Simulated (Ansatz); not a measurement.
SnO2 (P4_2/mnm), PBEsol with spin-orbit coupling, rigid bands run with Ansatz (an electronic-structure program): N_v = 4.75e19 cm⁻³ at 300 K and a hole conductivity mass of 1.97 mₑ along z (a = (4.77, 0.00, 0.00) Å; b = (0.00, 4.77, 0.00) Å; c = (0.00, 0.00, 3.21) Å).

Problem. For 1e17 holes per cm³ at 300 K, place the Fermi level, estimate the Seebeck coefficient of a parabolic band with constant τ, and give mobility and conductivity for τ = 10 fs.

Solution. The level lies k_BT ln(N_v/p) = 0.159 eV above the valence-band maximum. S ≈ +(k_B/e)[ln(N_v/p) + 5/2] = 747 μV/K, against 741 μV/K from the full bands (mean over directions). μ = eτ/m = 8.93 cm²/(V·s) and σ = peμ = 0.143 S/cm. τ is assumed, not computed.

Band transport and this doping are assumed; polarons and phonon drag are left out.
